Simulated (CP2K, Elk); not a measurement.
An Elk input for a self-consistent single point of Br (Cmce, 4 atoms in the cell) (DFT, LDA (PW92), all-electron FP-LAPW, Elk's shipped species files, APW+lo basis with extra local orbitals):

```
tasks
  0

tforce
  .true.

rgkmax
  7.5

gmaxvr
  18.0

lmaxapw
  10

lmaxo
  8

nxlo
  2

lorbcnd
  .true.

lradstp
  2

nrmtscf
  2.0

rmtscf
  0.85

lmaxi
  4

swidth
  0.000367493

maxscl
  100

scale
  7.592621492

avec
    0.5575689269   -0.8301306474    0.0000000000
    0.5575689269    0.8301306474    0.0000000000
    0.0000000000    0.0000000000    2.1705361799

sppath
  './'

atoms
  1
  'Br.in'
  4
  0.8610000000  0.8610000000  0.8890000000    0.0 0.0 0.0
  0.6390000000  0.6390000000  0.3890000000    0.0 0.0 0.0
  0.3610000000  0.3610000000  0.6110000000    0.0 0.0 0.0
  0.1390000000  0.1390000000  0.1110000000    0.0 0.0 0.0

ngridk
  5 5 2
```

### Question
Write the same calculation as an input for CP2K.

### Answer
This is the input that was run; spellings and numerical settings could be chosen otherwise.

```
&GLOBAL
  PROJECT run
  RUN_TYPE ENERGY_FORCE
  PRINT_LEVEL LOW
&END GLOBAL
&FORCE_EVAL
  METHOD Quickstep
  STRESS_TENSOR ANALYTICAL
  &DFT
    BASIS_SET_FILE_NAME BASIS_MOLOPT
    POTENTIAL_FILE_NAME GTH_POTENTIALS
    &QS
      METHOD GPW
      EPS_DEFAULT 1E-10
    &END QS
    &MGRID
      CUTOFF 400
      REL_CUTOFF 60
      NGRIDS 4
    &END MGRID
    &SCF
      SCF_GUESS ATOMIC
      EPS_SCF 1E-6
      MAX_SCF 100
      ADDED_MOS 6
      &DIAGONALIZATION
        ALGORITHM STANDARD
      &END DIAGONALIZATION
      &MIXING
        METHOD BROYDEN_MIXING
        ALPHA 0.4
        NBUFFER 8
      &END MIXING
      &SMEAR ON
        METHOD FERMI_DIRAC
        ELECTRONIC_TEMPERATURE [K] 116.05
      &END SMEAR
    &END SCF
    &KPOINTS
      SCHEME MONKHORST-PACK 5 5 2
      GAMMA_CENTERED T
    &END KPOINTS
    &XC
      &XC_FUNCTIONAL PADE
      &END XC_FUNCTIONAL
    &END XC
    &PRINT
      &MO
        EIGENVALUES T
        OCCUPATION_NUMBERS T
        NDIGITS 8
        FILENAME mo
        &EACH
          QS_SCF 0
        &END EACH
        ADD_LAST NUMERIC
      &END MO
      &MULLIKEN OFF
      &END MULLIKEN
    &END PRINT
  &END DFT
  &SUBSYS
    &CELL
      A 4.01784200 0.00000000 0.00000000
      B -1.51968400 3.71935700 0.00000000
      C 0.00000000 0.00000000 8.72087200
      PERIODIC XYZ
    &END CELL
    &COORD
      SCALED
      Br       0.86100000     0.86100000     0.88900000
      Br       0.63900000     0.63900000     0.38900000
      Br       0.36100000     0.36100000     0.61100000
      Br       0.13900000     0.13900000     0.11100000
    &END COORD
    &KIND Br
      BASIS_SET DZVP-MOLOPT-SR-GTH-q7
      POTENTIAL GTH-PADE-q7
    &END KIND
  &END SUBSYS
  &PRINT
    &FORCES ON
    &END FORCES
    &STRESS_TENSOR ON
    &END STRESS_TENSOR
  &END PRINT
&END FORCE_EVAL
```

Basis settings and potentials, where a program has them, do not carry over. This input uses DFT LDA (Pade form), GPW, DZVP-MOLOPT-SR-GTH basis, GTH-PADE potentials (GTH_POTENTIALS). LDA parametrisations can differ slightly between programs.

The starting cell has typed, rounded lattice constants, without a prior relaxation at this level. Its lattice was rescaled by a random factor within 2.5 % of one.
